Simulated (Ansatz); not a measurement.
An Ansatz (a first-principles code) input (Kohn–Sham DFT with the r2SCAN+rVV10 functional, run in Ansatz with PAW and 500 eV plane waves, no spin-orbit coupling, earlier PAW set):

Ansatz 0.2 input:
```yaml
crystal:
  lattice:
    - [2.3897599364, 0, 0]
    - [1.1948799682, 2.0695928138, 0]
    - [0, 0, 6.6689064918]
  atoms:
    - { symbol: B, position: [0.3333333333, 0.3333333333, 0.25] }
    - { symbol: B, position: [0.6666666667, 0.6666666667, 0.75] }
    - { symbol: N, position: [0.3333333333, 0.3333333333, 0.75] }
    - { symbol: N, position: [0.6666666667, 0.6666666667, 0.25] }
basis: { ecutwfc: 500, ecutrho_ratio: 4, xc_grid: 4, fft_grid_basis: typed }
kpoints: { mp_grid: { grid: [15, 15, 5] } }
hamiltonian:
  xc: r2scan
  dispersion: rvv10
  pseudopotentials: { azcp: { folder: ./paw }, kind: paw }
scf: { occupations: { method: fermi_dirac, width: 0.05 } }
relax: { f_tol: 0.005, max_steps: 50, cell: { stress_tol: 0.01, fix: [a, b, gamma] } }
output: { forces: true, stress: true }
checkpoint: { write: state.ck, write_every: 1000 }
```

Problem. Which symmetry and how many k-points will the program report, and about how many plane waves at Γ?

Solution. Space group P63/mmc (ITA 194) with 24 operations, k-points 81 of 1125, and 847 plane waves at Γ.

Problem. And the final pressure?

Solution. 41.24 GPa (compression positive).

The cells carry an imposed strain or load. Whether these cells are dynamically stable was not tested. The cell was made from BN in the h-BN type structure (space group P6_3/mmc, No. 194; layered, stacked along the Cartesian z axis) by this change: biaxial strain −4.40 %, plane normal [001], relaxed out of plane.
